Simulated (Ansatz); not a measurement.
Rock-salt LaTe

Calculation: PBEsol+SOC (Ansatz, a quantum-chemistry and plane-wave program, plane waves, PAW).

Numerical settings: plane-wave cutoff 520 eV, 16×16×16 k mesh, Fermi–Dirac smearing 0.05 eV, PAW data made under PBE.

Cell: relaxed at this level.

* **volume per atom**: 32.62 Å³/atom
* **bulk modulus**: 61.6 GPa
* **band gap**: none
* **equilibrium lattice constant a**: 6.390 Å
* **pressure derivative B′ of the bulk modulus**: 4.5

The computed numbers hold no vibrational or temperature effects.
